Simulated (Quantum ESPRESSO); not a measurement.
A working Quantum ESPRESSO input for HoPd₂Si₂ (I4/mmm, 5 atoms in the cell) (DFT, PBEsol, plane waves, SSSP 1.1.2 efficiency (PBE) pseudopotentials):

```fortran
&CONTROL
   calculation = 'scf'
   prefix = 'scf'
   outdir = './tmp/'
   pseudo_dir = './'
   tprnfor = .true.
   tstress = .true.
/
&SYSTEM
   ibrav = 0
   nat = 5
   ntyp = 3
   ecutwfc = 60
   ecutrho = 480
   occupations = 'smearing'
   smearing = 'cold'
   degauss = 0.0073499
   nspin = 2
   starting_magnetization(1) = 0.190
   input_dft = 'pbesol'
/
&ELECTRONS
   conv_thr = 1.0d-10
   mixing_beta = 0.3
/
ATOMIC_SPECIES
Ho   164.9303  Ho.GGA-PBE-paw-v1.0.UPF
Pd   106.4200  Pd_ONCV_PBE-1.0.oncvpsp.upf
Si    28.0850  Si.pbe-n-rrkjus_psl.1.0.0.UPF
ATOMIC_POSITIONS {angstrom}
Ho    0.0000000000    0.0000000000    0.0000000000
Pd    0.0000000000    2.0590000000    2.4680000000
Pd    2.0590000000    0.0000000000    2.4680000000
Si    0.0000000000    0.0000000000    3.7809760000
Si    0.0000000000    0.0000000000    6.0910240000
K_POINTS {automatic}
4 4 4  0 0 0
CELL_PARAMETERS {angstrom}
  -2.0590000000     2.0590000000     4.9360000000
   2.0590000000    -2.0590000000     4.9360000000
   2.0590000000     2.0590000000    -4.9360000000
```

The run converged in 24 iterations: free energy E − TS -18373.7726 eV; Fermi level (on the code's own zero) 15.63 eV; pressure -0.72 GPa; largest force (vector length) 0.081 eV/Å; size of the cell's spin moment 3.56 μB; site moments (μB, in the program's spheres or projections) Ho 3.64, Pd -0.02, Pd -0.02, Si -0.01, Si -0.01. Each of these slips is then made, one at a time:

(1)
```diff
-   starting_magnetization(1) = 0.190
```

(2)
```diff
-   ntyp = 3
+   ntyp = 2
```

Problem. How does each altered input end?

Solution. 
(1) A spin-polarised run without starting moments. The program stopped before any SCF iteration.
```
Error in routine iosys (1):
some starting_magnetization MUST be set
```

(2) A species count that does not match the list of species. The program stopped before any SCF iteration.
```
Error in routine read_cards (4):
species Si in ATOMIC_POSITIONS is nonexistent
```

The starting cell comes from a database of published, mostly measured structures (it also holds non-ambient and calculated ones), without a prior relaxation at this level. With one magnetic atom in the cell only a parallel order is possible. With U or open f shells several self-consistent states can exist. The f electrons are in the valence without U or exact exchange, which can misplace them near the Fermi level. Spin-orbit terms, which matter for f shells, are left out. Without a gap this mesh is coarse (it stands for a supercell whose shortest vector is 16 Å).

Left out of this page: 4 runs of the series outside the window shown, repeating another row's setting, or not comparable.
